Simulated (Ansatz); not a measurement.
The reference is Sr₃Zr₂O₇ (space group I4/mmm, No. 139; a cell from a computed database, its experimental status unchecked).

```
Sr3Zr2O7
1.0
   -2.06103     2.06103    10.40515
    2.06103    -2.06103    10.40515
    2.06103     2.06103   -10.40515
Sr Zr O
3 2 7
Direct
  0.50000   0.50000   0.00000
  0.68609   0.68609   0.00000
  0.31391   0.31391   0.00000
  0.89964   0.89964   0.00000
  0.10036   0.10036   0.00000
  0.40164   0.90164   0.50000
  0.59836   0.09836   0.50000
  0.90164   0.40164   0.50000
  0.09836   0.59836   0.50000
  0.80015   0.80015   0.00000
  0.19985   0.19985   0.00000
  0.00000   0.00000   0.00000
```

Cartesian axes are those of the cell as printed.

All numbers come from PBEsol (Ansatz, a quantum-chemistry and plane-wave program; PAW; 420 eV plane waves; no spin-orbit coupling).

The change: the cell is compressed by 0.50 % along x with no lateral relaxation; the atoms relax in the strained cell.

Question: Predict the stress tensor and what it implies for the stiffness.

Answer: Stress of the strained cell less that of the base (GPa, compression positive):
```
   1.49    0.00    0.00
   0.00    0.29    0.00
   0.00    0.00    0.38
```

Then −Δσ_ii/ε with ε = -0.0050 gives relaxed-ion elastic constants: C11 ≈ 297 GPa, C12 ≈ 58 GPa and C13 ≈ 76 GPa.

Stability against distortions was not tested.
